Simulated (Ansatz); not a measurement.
Consider the following.

```xyz
5
Lattice="4.1772 0.0000 0.0000 0.0000 4.1772 0.0000 0.0000 0.0000 4.1772" Properties=species:S:1:pos:R:3 pbc="T T T"
Ba     0.0000     0.0000     0.0000
Hf     2.0886     2.0886     2.0886
O      0.0000     2.0886     2.0886
O      2.0886     2.0886     0.0000
O      2.0886     0.0000     2.0886
```

No spin polarisation.

Calculations: r2SCAN/PAW in Ansatz (a quantum-chemistry and plane-wave program), spin-orbit coupling left out. Settings: 8×8×8 k-points, 0.05 eV Fermi–Dirac smearing.

### Question
Estimate the band gap.

### Answer
4.19 eV.

### Question
What gap character does the calculation give?

### Answer
Indirect, R → Γ.

With Hf present, leaving out spin-orbit coupling can change the band edges. Stability against distortions was not tested. The cell was made from BaTiO3 by this change: Ti → Hf. Many cubic perovskites are stable only at high temperature; tilts and polar distortions were not tested.
